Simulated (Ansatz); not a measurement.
The reference is ZnCu in the CsCl type structure (space group Pm-3m, No. 221).

```
CELL_PARAMETERS angstrom
      2.91880     0.00000     0.00000
      0.00000     2.91880     0.00000
      0.00000     0.00000     2.91880
ATOMIC_POSITIONS crystal
  Zn 0.00000 0.00000 0.00000
  Cu 0.50000 0.50000 0.50000
```

Cartesian axes are those of the cell as printed.

All numbers come from r2SCAN, PAW, 500 eV (Ansatz, a first-principles code; no SOC).

Base values:

```
Quantity                        Result
-----------------------------  -------
Shortest interatomic distance  2.528 Å
```

One thing is altered: a free-standing slab of 5 layers (10 atoms, 2 a layer) is cut normal to [110], with 15 Å of vacuum and the in-plane cell held at bulk.

Problem. Predict the new excess energy per area of both faces.

Solution. The excess energy per area of both faces (slab less bulk energy over the cell's area: twice a surface energy) amounts to 2.7 J/m² (uncertain by up to 0.1 J/m²).

Problem. Predict the new change of the spacing d23 from its bulk value of 2.064 Å.

Solution. The change of the spacing d23 from its bulk value of 2.064 Å comes out as -0.2 %.

Problem. Estimate the effect on the shortest interatomic distance.

Solution. The shortest interatomic distance drops by 0.047 Å, from 2.528 Å to 2.481 Å.

Problem. What happens to the change of the spacing d12 from its bulk value of 2.064 Å?

Solution. The change of the spacing d12 from its bulk value of 2.064 Å comes out as +0.1 %.

Slab and bulk use different k-meshes, which limits the precision of the excess energy. Whether these cells are dynamically stable was not tested. All final runs are without spin polarisation.
